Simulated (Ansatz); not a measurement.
Consider CdS in the wurtzite structure (space group P6_3mc, No. 186; a = 4.196 Å, c = 6.830 Å).

Levels (all Ansatz, a quantum-chemistry and plane-wave program, PAW): PBE (420 eV, no SOC); HSE06 (420 eV, spin-orbit coupling left out).

The geometry is relaxed with PBE.

| Item | Result |
|---|---|
| PBE lowest conduction level above the VBM at special points | Γ 1.11 eV; A 2.76 eV; L 3.45 eV |

With HSE06 at the same geometry, the lowest conduction level above the VBM at special points becomes Γ 2.12 eV; A 3.82 eV; L 4.49 eV (PBE: Γ 1.11 eV; A 2.76 eV; L 3.45 eV).

Single points use the geometry relaxed with PBE. The levels and masses belong to the bands next to the band gap. Stability against distortions was not tested.
